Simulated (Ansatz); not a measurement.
# What pressure −1 GPa does to SrVO3

The parent structure is SrVO₃ in the cubic perovskite structure (space group Pm-3m, No. 221; a = 3.841 Å; ferromagnetic).

Now apply this change: a negative pressure, −1 GPa.

Computed with DFT with r2SCAN, PAW potentials and a 500 eV plane-wave cutoff in Ansatz (a quantum-chemistry and plane-wave program), no spin-orbit coupling. Settings: 12×12×12 k-points, 0.05 eV Fermi–Dirac smearing.

```json
[
 {"quantity": "volume per atom", "base": "11.33 Å³", "changed": "11.39 Å³", "shift": "+0.06 Å³"},
 {"quantity": "density", "base": "5.47 g/cm³", "changed": "5.44 g/cm³", "shift": "-0.03 g/cm³"},
 {"quantity": "lattice parameter a", "base": "3.841 Å", "changed": "3.847 Å", "shift": "+0.0066 Å"},
 {"quantity": "shortest interatomic distance", "base": "1.920 Å", "changed": "1.924 Å", "shift": "+0.0033 Å"},
 {"quantity": "enthalpy H = E + PV relative to the base's energy", "base": "–", "changed": "-0.07 eV/atom", "shift": "–"},
 {"quantity": "band gap", "base": "zero", "changed": "zero", "shift": "–"},
 {"quantity": "magnetic state", "base": "ferromagnetic", "changed": "ferromagnetic", "shift": "–"},
 {"quantity": "largest site moment", "base": "0.82 μB", "changed": "0.82 μB", "shift": "0.00 μB"}
]
```

Final structure:

```
CELL_PARAMETERS angstrom
      3.84728     0.00000     0.00000
      0.00000     3.84728     0.00000
      0.00000     0.00000     3.84728
ATOMIC_POSITIONS crystal
  Sr 0.00000 0.00000 0.00000
  V  0.50000 0.50000 0.50000
  O  0.00000 0.50000 0.50000
  O  0.50000 0.50000 0.00000
  O  0.50000 0.00000 0.50000
```

Cost of the whole job for the changed cell (relaxation, final SCF and bands): about 4 core-minutes (a rough figure).

The magnetic state is the one reached from the starting moments; the real material's order can differ, and small cells can't hold many antiferromagnetic ones. Load acts through the strain it causes; cell and atoms are relaxed under it. Whether these cells are dynamically stable was not tested. No Hubbard U is applied, and correlation can decide whether such a compound is a metal.
